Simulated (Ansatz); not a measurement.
Take Bi in the A7 type structure (space group R-3m, No. 166; a = 4.521 Å, c = 12.028 Å (hexagonal axes); layered) as the base.

Modification: a free-standing slab of 1 layer (2 atoms, 2 a layer) is cut normal to the stacking axis, with 15 Å of vacuum and the in-plane cell relaxed.

Levels (all Ansatz, a first-principles code, PAW): r2SCAN+rVV10 (500 eV, without spin-orbit coupling); HSE06+SOC (420 eV, spin-orbit coupling included).

The geometry is relaxed with r2SCAN+rVV10.

| Property | Value |
|---|---|
| r2SCAN+rVV10 lowest conduction level above the VBM at special points | Γ 0.88 eV; K 1.46 eV; M 1.59 eV |
| r2SCAN+rVV10 valence-band top at Γ | 0.00, 0.00, -0.95 eV |

Problem. Predict the lowest conduction level above the VBM at special points and valence-band top at Γ from HSE06+SOC.

Solution. The lowest conduction level above the VBM at special points goes from Γ 0.88 eV; K 1.46 eV; M 1.59 eV to Γ 0.62 eV; K 1.28 eV; M 1.23 eV; the valence-band top at Γ (three highest Kramers pairs, from the VBM) becomes 0.00, -0.27, -2.59 eV (r2SCAN+rVV10: 0.00, 0.00, -0.95 eV).

Single points use the geometry relaxed with r2SCAN+rVV10. The spin-orbit shifts are approximate. Spin-orbit coupling, missing from the scalar runs, can matter with Bi. The levels and masses belong to the bands next to the band gap. Stability against distortions was not tested. k-point labels follow each cell's own Brillouin zone.
